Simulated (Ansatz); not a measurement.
## A computed series for MoS2: response to strain

The parent structure is MoS2 in the 3R-MoS2 type structure (space group R3m, No. 160; layered, stacked along the Cartesian z axis).

```yaml
crystal:
  lattice:
    - [1.55780, 0.89940, 5.78545]
    - [-1.55780, 0.89940, 5.78545]
    - [0.00000, -1.79879, 5.78545]
  atoms:
    - { symbol: Mo, position: [0.00004, 0.00004, 0.00004] }
    - { symbol: S, position: [0.75647, 0.75647, 0.75647] }
    - { symbol: S, position: [0.57679, 0.57679, 0.57679] }
```

Cartesian axes are those of the cell as printed.

Strains are applied to the cell and any free atomic positions relax; under biaxial strain the out-of-plane vector relaxes too.

Level of theory: plane-wave PAW DFT at the PBEsol-D3(BJ) level (Ansatz, a first-principles code, 420 eV), no spin-orbit coupling.

Candidates:
(a) biaxial strain −4.68 %, plane normal [001], relaxed out of plane
(b) isotropic strain +4.45 %
(c) uniaxial strain ε_zz = −0.23 %
(d) uniaxial strain ε_zz = +5.87 %
(e) uniaxial strain ε_yy = +5.69 %

For the base:

```
Quantity   Result
--------  -------
Band gap  0.50 eV
```

Question: Order them by band gap, lowest first.

Answer: (b) isotropic strain +4.45 % (0.37 eV), (e) uniaxial strain ε_yy = +5.69 % (0.43 eV), (c) uniaxial strain ε_zz = −0.23 % (0.49 eV), (a) biaxial strain −4.68 %, plane normal [001], relaxed out of plane (0.68 eV), (d) uniaxial strain ε_zz = +5.87 % (0.86 eV)

No phonon test of stability was made.
